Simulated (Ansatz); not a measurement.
Structures of equal composition on the (000-1) surface of 4H silicon carbide (C plane on top): (√3x√3)R30° Al adatom at H3; (√3x√3)R30° Al adatom at T4. The slabs share one bottom face, and each structure is named by its start. These are constructed structures in small cells; real faces may alloy, dewet or reconstruct in larger ones, and not all known structures of the face are among them. Slabs of about 11 Å with all that they carry, Fermi-Dirac smearing of 0.025 eV. Bottom of the slabs: H caps. Relaxed from the named starts with such symmetry as they have, on meshes of like density; energies extrapolated to zero smearing; no spin-orbit coupling, no U. Spin-polarised runs, if any, are marked in brackets, and their order is one that fits the cell; the others ran without spin. Where a second, spin-polarised start was run, the lower counts.

Host crystal: 4H silicon carbide, with a band gap (PBE, scalar-relativistic without spin-orbit coupling).

These are HSE06, at the PBE geometry (plane waves to 420 eV, PAW; Ansatz, a quantum-chemistry and plane-wave program) values and carry that method's errors.

Q: Put the candidates in order of energy per 1x1 cell, lowest first, for HSE06, at the PBE geometry.

A: (√3x√3)R30° Al adatom at H3 (0.000 eV), (√3x√3)R30° Al adatom at T4 (0.317 eV)
